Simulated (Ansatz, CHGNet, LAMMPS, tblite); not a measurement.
# Ladder of methods for the lattice parameter a of corundum Ga2O3 (metastable phase)

Reference value: 4.982 Å (measured, temperature not stated, not corrected to a static lattice; as tabulated in Marezio, Remeika, J. Chem. Phys. 46, 1862 (1967) (COD 1538347)).

```
level (code)                                  value (Å)
--------------------------------------------  ---------
ionic model grimes1999 (shell model, LAMMPS)      4.990
GFN2-xTB (tblite)                                 4.979
CHGNet 0.3.0 (CHGNet)                             5.060
LDA (Ansatz)                                        [?]
PBE (Ansatz)                                      5.058
PBE-D3(BJ) (Ansatz)                                 [?]
rVV10 (Ansatz)                                      [?]
r²SCAN (Ansatz)                                   4.984
HSE06 (Ansatz)                                    4.981
```

Task: Complete the blanks.

Result: 
- LDA (Ansatz, a first-principles code), value (Å): 4.950
- PBE-D3(BJ) (Ansatz), value (Å): 5.032
- rVV10 (Ansatz), value (Å): 5.083

Differences against the reference: ionic model grimes1999 +0.16 %, GFN2-xTB -0.06 %, CHGNet 0.3.0 +1.57 %, LDA -0.64 %, PBE +1.53 %, PBE-D3(BJ) +1.00 %, rVV10 +2.03 %, r²SCAN +0.04 %, HSE06 -0.02 %.

Leaving aside ionic model grimes1999, which can be fitted to such values or carry a doubt: The reference's temperature isn't stated, so close values are not ranked against it. Off by more than 1.25 % (a bound picked here): CHGNet 0.3.0 (+1.57 %), PBE (+1.53 %), rVV10 (+2.03 %).

The measured value isn't corrected to a static lattice, so vibrations enter the comparison. A static lattice is as a rule a little smaller than the measured one.  GFN2-xTB: the method was fitted mainly to molecules. GFN2-xTB: the run uses a supercell at the zone centre in place of a k mesh. Cutoffs and k meshes differ between the levels. Ansatz's density-functional and Hartree–Fock values are scalar-relativistic unless marked +SOC, with PAW data made under PBE.

Empirical potentials (ionic model grimes1999) are fitted to chosen data, which need not cover the solid at hand: agreement can be built in, and what lay outside the fit can be far off. Machine-learned potentials (CHGNet 0.3.0) are trained on DFT data, which may include these solids.

Differences are worked out from the printed values.
